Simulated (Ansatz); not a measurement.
Consider BN in the zinc blende structure (space group F-43m, No. 216; a = 3.5805 Å). Axes: x, y, z lie along the cube axes.

Computed with Ansatz (a quantum-chemistry and plane-wave program) LDA, no SOC.

Base values:

| Property | Result |
|---|---|
| Valence-band top at Γ | 0.00, 0.00, 0.00 eV |
| Pressure | -0.01 GPa |

Modification: tensor shear ε_xy = +1.71 % (engineering shear γ = 0.0342), atoms relaxed at fixed cell.

What happens to the energy relative to the base, valence-band top at Γ and pressure?

The energy goes up by 10 meV/atom; the valence-band top at Γ (three highest levels, from the VBM) goes from 0.00, 0.00, 0.00 eV to 0.00, -0.13, -0.21 eV; the pressure (mean of the normal stresses, compression positive) increases by 0.483 GPa, from -0.01 GPa to 0.48 GPa.

The levels and masses belong to the bands next to the band gap. The cells carry an imposed strain or load. Whether these cells are dynamically stable was not tested.
